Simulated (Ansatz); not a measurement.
**Si well of 16 atomic layers along [001] in random Si0.7Ge0.3, 5 % Ge through the well**

Prepared with Tersoff's 1989 multicomponent potential (SiCGe.tersoff) (LAMMPS): minimisation. Geometry as solved with PBE, support functions at accuracy medium on the grid of 370 eV (Ansatz, a quantum-chemistry and plane-wave program).

```xyz
720
Lattice="16.67 0.00 0.00 0.00 16.67 0.00 0.00 0.00 55.10" Properties=species:S:1:pos:R:3 pbc="T T T"
Si    -0.01    -0.02     0.05
Ge     1.39     1.41     1.39
Si     2.83     2.78     0.00
Si     4.15     4.14     1.42
Ge     2.81    -0.04     2.83
Si     4.22     1.40     4.18
Si     0.00     2.82     2.79
Si     1.36     4.21     4.13
Si    -0.03    -0.05     5.54
Ge     1.33     1.40     6.93
Ge     2.79     2.83     5.53
Si     4.19     4.18     7.01
Ge     2.83     0.02     8.33
Si     4.23     1.42     9.71
Si    -0.05     2.83     8.31
Ge     1.37     4.20     9.71
Si     0.00     0.04    11.15
Si     1.36     1.39    12.53
Ge     2.78     2.74    11.12
Ge     4.19     4.18    12.55
Ge     2.78     0.01    13.93
Si     4.20     1.41    15.31
Si     0.02     2.81    13.88
Si     1.38     4.16    15.28
Si     0.03    -0.02    16.69
Si     1.41     1.40    18.02
Si     2.78     2.79    16.65
Si     4.16     4.16    18.03
Si     2.79     0.00    19.37
Si     4.17     1.38    20.74
Si     0.01     2.78    19.38
Si     1.39     4.17    20.74
Si     0.01     0.00    22.08
Si     1.39     1.39    23.44
Si     2.78     2.78    22.09
Si     4.17     4.17    23.45
Si     2.78     0.00    24.80
Si     4.17     1.39    26.16
Si     0.01     2.78    24.80
Si     1.39     4.17    26.15
Si    -0.01     0.00    27.51
Si     1.36     1.41    28.85
Si     2.78     2.78    27.51
Si     4.17     4.17    28.87
Ge     2.77     0.00    30.23
Si     4.19     1.42    31.60
Si    -0.01     2.78    30.23
Si     1.38     4.17    31.59
Si    -0.01     0.00    32.96
Si     1.38     1.40    34.32
Si     2.78     2.78    32.95
Si     4.19     4.15    34.29
Si     2.76     0.02    35.68
Si     4.20     1.36    37.02
Si    -0.03     2.79    35.67
Si     1.34     4.18    37.02
Ge    -0.07    -0.02    38.39
Ge     1.35     1.40    39.82
Ge     2.78     2.79    38.38
Ge     4.19     4.20    39.82
Ge     2.81    -0.02    41.17
Ge     4.21     1.44    42.59
Si    -0.01     2.79    41.26
Si     1.37     4.18    42.59
Si    -0.01     0.04    43.98
Si     1.37     1.44    45.31
Si     2.77     2.83    43.98
Si     4.17     4.18    45.36
Ge     2.74     0.02    46.72
Ge     4.19     1.41    48.16
Si     0.03     2.84    46.69
Si     1.43     4.17    48.08
Si     0.04     0.02    49.49
Si     1.39     1.42    50.86
Si     2.76     2.82    49.52
Si     4.19     4.13    50.90
Ge     2.81     0.04    52.27
Si     4.19     1.45    53.68
Si     0.03     2.74    52.29
Ge     1.41     4.13    53.70
Ge    -0.04     5.56     0.01
Si     1.40     6.94     1.39
Ge     2.81     8.33    -0.01
Si     4.22     9.74     1.37
Si     2.75     5.54     2.74
Ge     4.15     6.97     4.13
Ge    -0.01     8.32     2.81
Si     1.38     9.74     4.20
Si    -0.03     5.52     5.53
Ge     1.40     6.93     6.92
Si     2.77     8.38     5.54
Si     4.14     9.72     6.92
Si     2.82     5.57     8.35
Si     4.16     6.92     9.77
Si    -0.01     8.33     8.31
Ge     1.42     9.69     9.70
Si     0.00     5.57    11.16
Si     1.39     6.94    12.53
Si     2.80     8.30    11.15
Si     4.15     9.74    12.49
Si     2.73     5.55    13.91
Ge     4.14     6.93    15.32
Si     0.04     8.30    13.95
Si     1.40     9.72    15.30
Si     0.00     5.54    16.65
Si     1.38     6.94    18.03
Si     2.75     8.36    16.70
Si     4.16     9.74    18.03
Si     2.78     5.56    19.38
Si     4.16     6.95    20.74
Si     0.00     8.33    19.40
Si     1.39     9.72    20.74
Si     0.00     5.56    22.10
Si     1.39     6.94    23.45
Si     2.78     8.33    22.10
Si     4.17     9.72    23.45
Si     2.78     5.56    24.80
Si     4.17     6.95    26.16
Si     0.00     8.33    24.80
Si     1.39     9.72    26.16
Si     0.00     5.55    27.51
Si     1.39     6.94    28.87
Si     2.78     8.33    27.51
Si     4.17     9.72    28.86
Si     2.77     5.55    30.23
Si     4.17     6.93    31.59
Si    -0.03     8.31    30.20
Ge     1.39     9.73    31.58
Si    -0.01     5.56    32.93
Si     1.36     6.97    34.28
Si     2.80     8.32    32.96
Si     4.17     9.72    34.31
Ge     2.78     5.57    35.66
Si     4.19     6.98    37.06
Si    -0.01     8.34    35.67
Si     1.41     9.69    37.03
Si     0.01     5.58    38.40
Si     1.37     6.94    39.80
Si     2.77     8.31    38.43
Si     4.10     9.72    39.79
Si     2.72     5.56    41.19
Ge     4.15     6.91    42.61
Si    -0.01     8.32    41.18
Si     1.40     9.68    42.54
Si    -0.01     5.56    43.96
Si     1.39     6.91    45.33
Si     2.74     8.33    43.98
Si     4.16     9.66    45.34
Si     2.79     5.57    46.72
Si     4.13     6.97    48.10
Ge    -0.02     8.31    46.72
Si     1.37     9.70    48.15
Ge     0.02     5.58    49.48
Si     1.44     6.96    50.86
Si     2.78     8.36    49.49
Si     4.12     9.71    50.91
Ge     2.82     5.56    52.27
Si     4.20     6.93    53.70
Ge     0.04     8.31    52.29
Si     1.42     9.74    53.69
Ge     0.00    11.12    -0.01
Si     1.38    12.55     1.38
Si     2.81    13.86     0.01
Si     4.17    15.24     1.39
Ge     2.76    11.10     2.75
Ge     4.17    12.55     4.17
Si     0.01    13.90     2.80
Si     1.36    15.25     4.21
Si     0.00    11.12     5.55
Si     1.40    12.48     6.93
Si     2.74    13.91     5.58
Si     4.16    15.30     6.88
Si     2.78    11.09     8.28
Ge     4.18    12.46     9.71
Ge    -0.03    13.88     8.31
Ge     1.38    15.31     9.76
Ge     0.02    11.15    11.12
Si     1.42    12.47    12.58
Ge     2.80    13.88    11.19
Si     4.20    15.28    12.56
Si     2.79    11.09    13.92
Si     4.18    12.49    15.27
Ge     0.03    13.88    13.96
Si     1.41    15.28    15.35
Si     0.00    11.11    16.66
Si     1.40    12.50    18.02
Si     2.80    13.87    16.66
Si     4.18    15.28    18.02
Si     2.78    11.12    19.39
Si     4.17    12.51    20.74
Si     0.01    13.89    19.37
Si     1.40    15.28    20.73
Si     0.00    11.11    22.09
Si     1.39    12.50    23.45
Si     2.78    13.90    22.09
Si     4.17    15.28    23.45
Si     2.78    11.11    24.80
Si     4.17    12.50    26.16
Si     0.00    13.89    24.80
Si     1.39    15.29    26.16
Si     0.01    11.11    27.52
Si     1.40    12.51    28.87
Si     2.78    13.89    27.50
Si     4.19    15.26    28.85
Si     2.81    11.14    30.20
Si     4.17    12.51    31.59
Si    -0.01    13.89    30.24
Si     1.36    15.26    31.62
Si    -0.04    11.13    32.97
Si     1.37    12.49    34.32
Si     2.75    13.86    32.94
Ge     4.17    15.28    34.30
Si     2.76    11.09    35.66
Si     4.16    12.48    36.99
Si    -0.01    13.89    35.66
Si     1.38    15.28    37.01
Ge    -0.02    11.10    38.41
Si     1.37    12.49    39.83
Ge     2.78    13.88    38.41
Si     4.23    15.29    39.78
Si     2.73    11.08    41.16
Ge     4.14    12.51    42.52
Si    -0.04    13.86    41.16
Ge     1.34    15.26    42.59
Ge    -0.05    11.08    43.90
Ge     1.36    12.52    45.35
Si     2.77    13.88    43.95
Ge     4.20    15.28    45.31
Ge     2.78    11.06    46.75
Ge     4.20    12.56    48.13
Si    -0.02    13.93    46.76
Si     1.37    15.28    48.14
Si     0.01    11.12    49.46
Ge     1.44    12.48    50.88
Si     2.79    13.96    49.51
Si     4.20    15.27    50.89
Si     2.81    11.08    52.33
Si     4.17    12.50    53.70
Ge    -0.02    13.87    52.31
Ge     1.41    15.28    53.75
Ge     5.51     0.01    -0.01
Ge     6.97     1.42     1.40
Si     8.33     2.78    -0.08
Ge     9.71     4.16     1.37
Si     8.39     0.01     2.78
Si     9.73     1.38     4.17
Si     5.55     2.80     2.80
Si     6.97     4.14     4.16
Si     5.56     0.04     5.58
Si     6.95     1.40     6.95
Si     8.32     2.74     5.53
Ge     9.71     4.15     6.96
Si     8.38     0.06     8.30
Si     9.73     1.40     9.73
Si     5.59     2.80     8.35
Si     6.95     4.17     9.74
Ge     5.58     0.03    11.16
Si     6.98     1.43    12.56
Si     8.33     2.77    11.11
Si     9.71     4.12    12.50
Si     8.32     0.03    13.93
Si     9.72     1.38    15.29
Si     5.59     2.77    13.95
Si     6.94     4.13    15.33
Si     5.56     0.00    16.66
Si     6.95     1.38    18.02
Si     8.35     2.77    16.67
Si     9.72     4.16    18.03
Si     8.33     0.00    19.39
Si     9.72     1.39    20.74
Si     5.56     2.77    19.38
Si     6.94     4.17    20.73
Si     5.56     0.00    22.10
Si     6.94     1.39    23.45
Si     8.33     2.78    22.09
Si     9.72     4.17    23.45
Si     8.33     0.01    24.80
Si     9.72     1.40    26.16
Si     5.55     2.78    24.80
Si     6.94     4.17    26.16
Si     5.56     0.00    27.51
Si     6.94     1.39    28.87
Si     8.33     2.79    27.52
Si     9.73     4.17    28.87
Si     8.34     0.00    30.23
Si     9.72     1.39    31.58
Si     5.56     2.79    30.23
Si     6.96     4.17    31.58
Si     5.58     0.03    32.92
Si     6.94     1.42    34.28
Si     8.35     2.79    32.94
Si     9.73     4.17    34.31
Ge     8.34    -0.01    35.66
Si     9.72     1.44    37.04
Si     5.56     2.77    35.66
Si     6.94     4.16    37.03
Si     5.58     0.01    38.42
Si     6.96     1.38    39.79
Si     8.32     2.77    38.40
Ge     9.74     4.16    39.80
Si     8.35     0.01    41.18
Si     9.73     1.40    42.55
Si     5.63     2.79    41.18
Si     6.98     4.16    42.58
Si     5.61     0.00    43.93
Ge     6.98     1.40    45.34
Si     8.38     2.81    43.93
Si     9.74     4.18    45.33
Si     8.34     0.02    46.79
Si     9.71     1.43    48.11
Si     5.55     2.80    46.71
Ge     6.99     4.16    48.08
Si     5.60    -0.02    49.55
Si     6.96     1.40    50.91
Si     8.35     2.77    49.53
Si     9.72     4.16    50.90
Si     8.35     0.05    52.29
Si     9.72     1.41    53.69
Si     5.58     2.78    52.27
Si     6.97     4.15    53.64
Ge     5.57     5.52     0.01
Si     6.95     6.92     1.43
Ge     8.33     8.27    -0.02
Ge     9.70     9.74     1.41
Si     8.32     5.55     2.81
Si     9.68     6.91     4.22
Si     5.59     8.35     2.74
Si     6.98     9.68     4.15
Ge     5.59     5.55     5.59
Si     6.99     6.97     6.97
Si     8.34     8.33     5.56
Si     9.74     9.70     6.92
Si     8.31     5.56     8.36
Si     9.73     6.92     9.67
Ge     5.53     8.34     8.35
Si     6.91     9.74     9.75
Si     5.58     5.55    11.11
Si     6.94     6.92    12.48
Ge     8.32     8.31    11.07
Ge     9.74     9.75    12.50
Ge     8.32     5.53    13.90
Si     9.69     6.93    15.33
Ge     5.57     8.35    13.88
Si     6.94     9.73    15.33
Si     5.57     5.53    16.69
Si     6.94     6.94    18.03
Si     8.32     8.34    16.67
Si     9.71     9.73    18.04
Si     8.33     5.55    19.38
Si     9.73     6.95    20.73
Si     5.55     8.34    19.38
Si     6.94     9.73    20.74
Si     5.55     5.55    22.09
Si     6.94     6.94    23.44
Si     8.33     8.33    22.09
Si     9.72     9.72    23.44
Si     8.33     5.56    24.80
Si     9.72     6.95    26.16
Si     5.56     8.33    24.80
Si     6.95     9.72    26.15
Si     5.56     5.56    27.51
Si     6.95     6.94    28.87
Si     8.34     8.34    27.52
Si     9.74     9.72    28.86
Si     8.34     5.57    30.23
Si     9.74     6.95    31.60
Si     5.54     8.31    30.21
Ge     6.95     9.72    31.60
Si     5.57     5.55    32.94
Si     6.95     6.93    34.32
Si     8.36     8.31    32.99
Si     9.75     9.73    34.32
Si     8.34     5.55    35.68
Si     9.75     6.94    37.02
Si     5.57     8.34    35.67
Si     6.99     9.70    37.01
Si     5.57     5.57    38.37
Ge     6.98     6.94    39.76
Si     8.38     8.33    38.36
Ge     9.74     9.73    39.78
Si     8.33     5.54    41.20
Ge     9.75     6.93    42.58
Ge     5.55     8.37    41.18
Si     6.99     9.72    42.58
Si     5.59     5.50    43.98
Si     6.95     6.92    45.34
Si     8.31     8.31    43.95
Ge     9.76     9.68    45.32
Si     8.38     5.58    46.70
Si     9.75     6.92    48.12
Si     5.53     8.27    46.69
Ge     6.92     9.65    48.11
Ge     5.55     5.58    49.51
Si     7.01     6.93    50.90
Si     8.37     8.29    49.51
Si     9.69     9.73    50.88
Si     8.35     5.53    52.28
Si     9.72     6.89    53.67
Ge     5.56     8.31    52.27
Ge     6.94     9.77    53.69
Si     5.55    11.16     0.01
Si     6.91    12.49     1.42
Ge     8.35    13.86     0.02
Si     9.75    15.30     1.40
Si     8.28    11.12     2.79
Ge     9.73    12.52     4.17
Si     5.57    13.91     2.75
Ge     6.96    15.31     4.17
Ge     5.60    11.09     5.56
Si     7.01    12.51     6.92
Si     8.35    13.92     5.58
Si     9.72    15.33     6.92
Ge     8.35    11.10     8.35
Si     9.73    12.51     9.77
Ge     5.58    13.90     8.27
Ge     7.02    15.30     9.71
Si     5.56    11.10    11.15
Si     6.91    12.53    12.50
Si     8.34    13.86    11.13
Ge     9.72    15.29    12.53
Ge     8.31    11.16    13.94
Si     9.74    12.54    15.31
Si     5.56    13.90    13.91
Si     6.94    15.29    15.28
Si     5.54    11.12    16.66
Si     6.94    12.51    18.01
Si     8.34    13.92    16.66
Si     9.72    15.29    18.03
Si     8.32    11.12    19.38
Si     9.71    12.51    20.73
Si     5.56    13.89    19.38
Si     6.94    15.28    20.74
Si     5.55    11.11    22.09
Si     6.94    12.50    23.45
Si     8.33    13.89    22.09
Si     9.71    15.29    23.44
Si     8.33    11.11    24.80
Si     9.71    12.50    26.17
Si     5.56    13.89    24.81
Si     6.95    15.29    26.15
Si     5.56    11.11    27.51
Si     6.95    12.50    28.87
Si     8.33    13.90    27.52
Si     9.72    15.29    28.88
Si     8.37    11.13    30.20
Si     9.73    12.51    31.58
Si     5.57    13.89    30.23
Si     6.96    15.29    31.58
Si     5.54    11.14    32.98
Si     6.96    12.51    34.32
Si     8.34    13.89    32.94
Si     9.76    15.26    34.28
Si     8.36    11.12    35.67
Si     9.74    12.52    37.03
Si     5.59    13.87    35.70
Si     6.95    15.26    37.08
Ge     5.54    11.08    38.39
Ge     6.97    12.51    39.82
Si     8.38    13.91    38.41
Si     9.72    15.28    39.82
Si     8.34    11.09    41.21
Ge     9.74    12.51    42.58
Si     5.57    13.94    41.17
Si     6.96    15.30    42.55
Ge     5.57    11.10    43.98
Si     6.95    12.56    45.34
Si     8.30    13.92    43.94
Ge     9.72    15.31    45.35
Ge     8.32    11.13    46.71
Ge     9.74    12.52    48.17
Si     5.62    13.93    46.74
Si     6.96    15.30    48.14
Ge     5.56    11.10    49.58
Si     6.97    12.52    50.94
Si     8.30    13.93    49.55
Si     9.65    15.31    50.90
Si     8.36    11.13    52.28
Si     9.71    12.48    53.68
Si     5.53    13.86    52.28
Ge     6.94    15.28    53.65
Si    11.06     0.04     0.02
Si    12.46     1.37     1.41
Ge    13.85     2.81     0.03
Si    15.27     4.18     1.45
Si    13.86    -0.02     2.75
Ge    15.26     1.38     4.16
Si    11.09     2.74     2.79
Ge    12.48     4.16     4.18
Si    11.12     0.00     5.54
Si    12.46     1.39     6.93
Si    13.87     2.76     5.60
Si    15.25     4.16     6.92
Ge    13.87    -0.02     8.32
Ge    15.28     1.43     9.75
Si    11.13     2.75     8.36
Si    12.53     4.13     9.69
Si    11.11     0.03    11.10
Si    12.46     1.43    12.48
Si    13.87     2.82    11.15
Si    15.29     4.18    12.51
Ge    13.83     0.01    13.89
Ge    15.31     1.41    15.30
Si    11.07     2.75    13.87
Ge    12.49     4.17    15.27
Si    11.10     0.00    16.66
Si    12.50     1.39    18.02
Si    13.89     2.79    16.70
Si    15.28     4.18    18.03
Si    13.89     0.01    19.38
Si    15.29     1.39    20.74
Si    11.11     2.77    19.38
Si    12.50     4.17    20.74
Si    11.11     0.00    22.10
Si    12.50     1.40    23.44
Si    13.90     2.78    22.09
Si    15.28     4.17    23.45
Si    13.92     0.03    24.77
Si    15.28     1.40    26.15
Si    11.11     2.78    24.81
Si    12.50     4.17    26.16
Si    11.09     0.03    27.55
Si    12.51     1.40    28.89
Si    13.89     2.78    27.52
Si    15.27     4.17    28.87
Si    13.90     0.00    30.23
Si    15.28     1.39    31.60
Si    11.11     2.79    30.24
Si    12.50     4.17    31.60
Si    11.12     0.01    32.94
Si    12.49     1.39    34.31
Si    13.89     2.78    32.95
Si    15.27     4.18    34.30
Si    13.87    -0.01    35.66
Si    15.22     1.41    37.00
Si    11.12     2.80    35.67
Si    12.50     4.19    37.04
Ge    11.12     0.02    38.43
Si    12.52     1.43    39.80
Si    13.86     2.78    38.39
Ge    15.30     4.15    39.79
Ge    13.90     0.01    41.19
Si    15.28     1.42    42.62
Si    11.15     2.77    41.21
Si    12.49     4.15    42.60
Si    11.11     0.04    43.93
Si    12.47     1.44    45.30
Si    13.89     2.80    43.97
Si    15.28     4.19    45.34
Ge    13.89     0.02    46.66
Ge    15.33     1.42    48.09
Si    11.09     2.79    46.71
Si    12.46     4.19    48.07
Ge    11.08     0.01    49.52
Si    12.44     1.43    50.92
Ge    13.84     2.81    49.50
Ge    15.28     4.18    50.96
Ge    13.85     0.04    52.28
Ge    15.31     1.39    53.72
Si    11.09     2.80    52.30
Si    12.47     4.19    53.67
Si    11.10     5.54    -0.06
Ge    12.51     6.90     1.37
Ge    13.92     8.37    -0.02
Si    15.28     9.76     1.42
Si    13.91     5.54     2.81
Si    15.26     6.91     4.20
Ge    11.09     8.30     2.84
Ge    12.55     9.73     4.23
Si    11.10     5.58     5.58
Si    12.50     6.94     6.95
Si    13.93     8.30     5.61
Si    15.33     9.70     6.92
Si    13.86     5.51     8.29
Ge    15.28     6.91     9.69
Si    11.08     8.30     8.29
Ge    12.43     9.73     9.71
Ge    11.11     5.52    11.10
Si    12.52     6.88    12.54
Ge    13.85     8.31    11.14
Ge    15.31     9.70    12.55
Si    13.93     5.56    13.89
Si    15.30     6.94    15.29
Ge    11.11     8.28    13.92
Ge    12.50     9.73    15.35
Si    11.09     5.57    16.68
Si    12.51     6.94    18.02
Si    13.93     8.30    16.69
Si    15.30     9.72    18.04
Si    13.89     5.56    19.39
Si    15.28     6.95    20.75
Si    11.12     8.33    19.37
Si    12.50     9.72    20.72
Si    11.11     5.56    22.09
Si    12.50     6.95    23.45
Si    13.89     8.34    22.10
Si    15.29     9.72    23.45
Si    13.89     5.56    24.80
Si    15.28     6.95    26.16
Si    11.11     8.34    24.80
Si    12.50     9.72    26.16
Si    11.11     5.56    27.51
Si    12.50     6.94    28.88
Si    13.89     8.33    27.52
Si    15.27     9.72    28.87
Si    13.88     5.55    30.23
Si    15.27     6.94    31.58
Si    11.11     8.34    30.23
Si    12.50     9.72    31.59
Si    11.12     5.56    32.96
Si    12.51     6.95    34.32
Si    13.89     8.33    32.95
Si    15.27     9.73    34.32
Si    13.90     5.57    35.68
Si    15.28     6.96    37.04
Si    11.14     8.35    35.68
Si    12.51     9.74    37.05
Si    11.13     5.59    38.40
Si    12.49     6.98    39.77
Si    13.89     8.34    38.42
Si    15.25     9.69    39.82
Ge    13.87     5.59    41.21
Si    15.30     6.97    42.60
Si    11.15     8.34    41.18
Si    12.53     9.71    42.55
Si    11.15     5.53    43.99
Si    12.52     6.93    45.34
Si    13.88     8.32    43.95
Si    15.24     9.69    45.31
Si    13.88     5.55    46.72
Si    15.22     6.93    48.11
Si    11.14     8.28    46.75
Si    12.47     9.67    48.14
Si    11.10     5.53    49.50
Si    12.50     6.90    50.87
Si    13.85     8.29    49.49
Ge    15.26     9.73    50.87
Si    13.85     5.58    52.32
Si    15.26     6.94    53.67
Ge    11.10     8.32    52.28
Si    12.52     9.73    53.66
Ge    11.15    11.14    -0.02
Si    12.52    12.51     1.44
Ge    13.92    13.88     0.03
Si    15.30    15.29     1.44
Si    13.92    11.14     2.79
Si    15.29    12.51     4.16
Si    11.14    13.92     2.77
Si    12.50    15.29     4.16
Si    11.12    11.12     5.60
Si    12.50    12.53     6.90
Si    13.88    13.89     5.51
Si    15.25    15.26     6.89
Ge    13.91    11.12     8.29
Si    15.24    12.52     9.74
Ge    11.10    13.92     8.34
Si    12.49    15.30     9.76
Si    11.11    11.18    11.13
Si    12.48    12.55    12.50
Si    13.85    13.89    11.10
Ge    15.27    15.27    12.48
Ge    13.89    11.17    13.92
Si    15.28    12.52    15.36
Si    11.13    13.89    13.93
Si    12.48    15.26    15.32
Si    11.08    11.15    16.71
Si    12.50    12.51    18.04
Si    13.89    13.91    16.68
Si    15.28    15.29    18.04
Si    13.90    11.11    19.38
Si    15.29    12.50    20.73
Si    11.11    13.90    19.39
Si    12.50    15.29    20.73
Si    11.09    11.09    22.06
Ge    12.50    12.50    23.44
Si    13.92    13.92    22.06
Si    15.30    15.29    23.44
Si    13.92    11.09    24.83
Si    15.30    12.50    26.17
Si    11.07    13.89    24.80
Ge    12.51    15.29    26.17
Si    11.12    11.11    27.51
Si    12.51    12.50    28.88
Si    13.92    13.87    27.54
Si    15.29    15.28    28.88
Si    13.89    11.10    30.24
Si    15.27    12.51    31.59
Si    11.12    13.90    30.23
Si    12.51    15.29    31.59
Si    11.12    11.11    32.94
Si    12.50    12.50    34.30
Si    13.89    13.90    32.95
Si    15.27    15.28    34.31
Si    13.88    11.12    35.67
Si    15.26    12.52    37.02
Si    11.13    13.89    35.66
Si    12.52    15.27    37.03
Si    11.14    11.15    38.39
Si    12.50    12.51    39.79
Si    13.87    13.88    38.41
Si    15.25    15.22    39.79
Si    13.87    11.10    41.15
Si    15.24    12.48    42.49
Si    11.13    13.91    41.16
Si    12.46    15.30    42.57
Si    11.17    11.09    43.94
Si    12.48    12.48    45.34
Ge    13.88    13.89    43.94
Si    15.32    15.29    45.33
Ge    13.88    11.09    46.75
Si    15.31    12.51    48.11
Si    11.11    13.86    46.70
Ge    12.51    15.24    48.10
Si    11.11    11.04    49.51
Ge    12.51    12.47    50.88
Si    13.92    13.85    49.47
Ge    15.28    15.29    50.85
Si    13.88    11.10    52.32
Si    15.25    12.47    53.68
Ge    11.05    13.90    52.28
Ge    12.45    15.31    53.73
```
